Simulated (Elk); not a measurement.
Input and output of a self-consistent single point for AlRu (Pm-3m, 2 atoms in the cell) (Elk).

Method: Elk 10.2.4 with PBEsol, all-electron FP-LAPW, Elk's shipped species files, APW+lo basis with extra local orbitals.

```
CELL_PARAMETERS angstrom
      2.98250     0.00000     0.00000
      0.00000     2.98250     0.00000
      0.00000     0.00000     2.98250
ATOMIC_POSITIONS crystal
  Al 0.00000 0.00000 0.00000
  Ru 0.50000 0.50000 0.50000
```

Reference input (self-consistent single point, DFT, PBE, all-electron FP-LAPW, Elk's shipped species files, APW+lo basis with extra local orbitals): xctype = 20; rgkmax = 8; stype = 0; swidth = 0.00183747 Ha; ngridk = 11 11 11; tforce = true; gmaxvr = 18 1/bohr; lmaxapw = 10; lmaxo = 8; nxlo = 2; lorbcnd = true; lradstp = 2. This run's input differs from it in these lines:

```diff
@@ -4,3 +4,3 @@
 xctype
-  20
+  22
```

The program printed (abridged):

```
│ Self-consistent loop started │
│ Loop number : 1 │
 total energy                :     -4766.29319376
│ Loop number : 2 │
 total energy                :     -4766.69704791
RMS change in Kohn-Sham potential (target) :   0.3649382998     (  0.1000000000E-05)
Absolute change in total energy (target)   :   0.4038541525     (  0.1000000000E-03)
│ Loop number : 3 │
 total energy                :     -4766.59490146
RMS change in Kohn-Sham potential (target) :   0.3589932180     (  0.1000000000E-05)
Absolute change in total energy (target)   :   0.1182914093E-02 (  0.1000000000E-03)
│ Loop number : 4 │
   [... lines left out ...]
Absolute change in total energy (target)   :   0.3004101377E-02 (  0.1000000000E-03)
│ Loop number : 12 │
 total energy                :     -4771.98443295
RMS change in Kohn-Sham potential (target) :   0.2795057297E-05 (  0.1000000000E-05)
Absolute change in total energy (target)   :   0.6750343728E-03 (  0.1000000000E-03)
│ Loop number : 13 │
 total energy                :     -4771.98432219
RMS change in Kohn-Sham potential (target) :   0.6202463353E-06 (  0.1000000000E-05)
Absolute change in total energy (target)   :   0.5800058079E-04 (  0.1000000000E-03)
Convergence targets achieved

│ Loop number : 14 │

Energies :
 Fermi                       :     0.386665977317
 total energy                :     -4771.98428568

Density of states at Fermi energy :    64.35200252
 (states/Hartree/unit cell)

Estimated indirect band gap :   0.5949840931E-03
 from k-point      2 to k-point     54
Estimated direct band gap   :   0.4105668162E-02
 at k-point      7

Charges :
 core                        :    32.00000000
 valence                     :    25.00000000
 interstitial                :    2.330736875
 muffin-tins (core leakage)
  species :    1 (Al)
   atom    1                 :    11.41446803     (  0.4959575975E-03)
  species :    2 (Ru)
   atom    1                 :    43.25479510     (  0.3431864926E-07)
 total in muffin-tins        :    54.66926312
   [... lines left out ...]
   total force               :    -0.00000000    0.00000000    0.00000000
   total magnitude           :     0.00000000
 species :    2 (Ru)
  atom :    1
   Hellmann-Feynman          :     0.00000000    0.00000000    0.00000000
   IBS                       :    -0.00000000   -0.00000000    0.00000000
   total force               :     0.00000000   -0.00000000    0.00000000
   total magnitude           :     0.00000000
```

The run converged in 14 iterations. The count includes the last loop, which Elk runs after its targets are met. 

The starting cell comes from a database of computed structures (which also holds hypothetical and non-ambient phases and stackings), without a prior relaxation at this level. Spin polarisation is off. Values depend on the basis (sphere radii, cutoffs, local orbitals), which need not be converged. The log's line on a gap gives a spacing of levels on this mesh, which the program prints for metals too.

Cost on one core of a shared machine: roughly 80 s.
